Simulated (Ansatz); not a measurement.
The parent structure is Mo in the bcc (W type) structure (space group Im-3m, No. 229; a = 3.1115 Å; relaxed with 0.1 eV smearing). Axes: x, y, z lie along the cube axes.

Structures relaxed with LDA (Ansatz, a program for electronic structure, PAW, spin-orbit coupling left out).

Base:

Simulated powder pattern, Cu Kα, λ = 1.54184 Å (kinematic, ideal powder, no thermal factors, no anomalous dispersion; the 14 strongest lines at most, above 2 %, up to 2θ = 90°):

| 2θ (°) | I/Imax (%) | hkl |
|---|---|---|
| 41.02 | 100 | (110) |
| 59.41 | 16 | (200) |
| 74.73 | 33 | (211) |
| 88.98 | 11 | (220) |

After one change:

Simulated powder pattern, Cu Kα, λ = 1.54184 Å (kinematic, ideal powder, no thermal factors, no anomalous dispersion; the 14 strongest lines at most, above 2 %, up to 2θ = 90°):

```csv
2θ (°),I/Imax (%)
40.92,100
41.02,50
59.08,8.2
59.41,16
74.44,16
74.66,33
88.70,11
88.98,5.4
```

Q: Which change produced these results?
(A) uniaxial strain ε_zz = −2.00 %
(B) uniaxial strain ε_zz = −0.50 %
(C) uniaxial strain ε_zz = −1.50 %
(D) uniaxial strain ε_zz = +0.50 %

A: D, uniaxial strain ε_zz = +0.50 %. Its volume per atom is 15.14 Å³ against 15.06 Å³, and its space group is I4/mmm (No. 139).

Stability against distortions was not tested. All final runs are without spin polarisation.
